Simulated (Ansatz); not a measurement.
Structures of equal composition on the (0001) surface of wurtzite GaN (Ga plane on top): 2x2 O adatom at H3; 2x2 O adatom at T4. The slabs share one bottom face, and each structure is named by its start. These are constructed structures in small cells; real faces may alloy, dewet or reconstruct in larger ones, and not all known structures of the face are among them. Slabs of about 14 Å with all that they carry, Fermi-Dirac smearing of 0.025 eV. Bottom of the slabs: H caps. Relaxed from the named starts with such symmetry as they have, on meshes of like density; energies extrapolated to zero smearing; no spin-orbit coupling, no U. Spin-polarised runs, if any, are marked in brackets, and their order is one that fits the cell; the others ran without spin. Where a second, spin-polarised start was run, the lower counts.

Host crystal: wurtzite GaN, with a band gap (PBE, scalar-relativistic without spin-orbit coupling).

Method: r2SCAN, at the PBE geometry (plane waves to 500 eV, PAW; Ansatz, a quantum-chemistry and plane-wave program).

Problem. Rank these by energy per 1x1 cell (lowest first), as r2SCAN, at the PBE geometry gives it.

Solution. 2x2 O adatom at H3 (0.000 eV [spin, 0.1 μB a cell], no gap over 0.04 eV on the mesh), 2x2 O adatom at T4 (0.290 eV (1 N–O bonds broke) [spin start, no net moment], no gap over 0.04 eV on the mesh)
